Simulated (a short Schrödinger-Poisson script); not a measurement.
Stack: MOS inversion layer, Si3N4 on p-type Si(100), at 300 K.

```
layer  material  thickness (nm)  Na (cm⁻³)
-----  --------  --------------  ---------
1         Si3N4             3.7          -
2            Si            1700     6.1e16
```

Constants are typed, rounded textbook-type inputs, not results; the design itself was drawn at random and stands for no fabricated device. Si3N4: permittivity 7.5, conduction-band edge (eV) 1.95, gap (eV) 5.1, electron mass (mₑ) 0.5. Si: permittivity 11.7, conduction-band edge (eV) 0, gap (eV) 1.124, Nv at 300 K (cm⁻³) 3.1e19.

Channel valleys (confinement mass, in-plane density-of-states mass, number): Δ2 0.916, 0.19, 2; Δ4 0.19, 0.417, 4. At the gate the conduction-band edge of layer 1 lies 2.12 eV − eVg above the Fermi level of the channel; the field vanishes at the back. Gaps are held at their typed values at every temperature. Mesh 0.03 nm at interfaces.

Solved with a short Schrödinger-Poisson script written for these runs: 1D Poisson equation in equilibrium, electrons quantum, Hartree (BenDaniel-Duke, 12 states a valley, the channel's in-plane mass for all, wave functions free to enter the dielectric), parabolic valleys, classical holes, full ionisation, no traps, pinning or gate leakage.

The same stack at other levels of the model or other numerical settings:

```
run                                          sheet density of all electrons at Vg = 1.7 V (cm⁻²)  sheet density of all electrons at Vg = 0.5 V (cm⁻²)  capacitance at Vg = 1.7 V (μF/cm²)  centroid of the channel electrons at Vg = 1.7 V (nm)  rough cost against the base
-------------------------------------------  ---------------------------------------------------  ---------------------------------------------------  ----------------------------------  ----------------------------------------------------  ---------------------------
base                                                                                     1.32e13                                              2.22e12                                1.55                                                  1.48                      about 1
electrons treated as classical, Boltzmann                                                1.53e13                                              2.76e12                                1.73                                                     ?                         0.04
electrons treated as classical, Fermi-Dirac                                                    ?                                              2.71e12                                1.63                                                  0.77                          0.2
mesh six times as coarse                                                                 1.32e13                                              2.21e12                                1.54                                                  1.49                          0.2
one subband a valley                                                                     1.32e13                                              2.19e12                                1.55                                                     ?                          0.4
```

Task: Complete the blanks.

Result: 
- electrons treated as classical, Boltzmann, centroid of the channel electrons at Vg = 1.7 V (nm): 0.53
- electrons treated as classical, Fermi-Dirac, sheet density of all electrons at Vg = 1.7 V (cm⁻²): 1.46e13
- one subband a valley, centroid of the channel electrons at Vg = 1.7 V (nm): 1.40

The classical rows ignore confinement, and Boltzmann statistics overrate the density once the band edge passes the Fermi level.
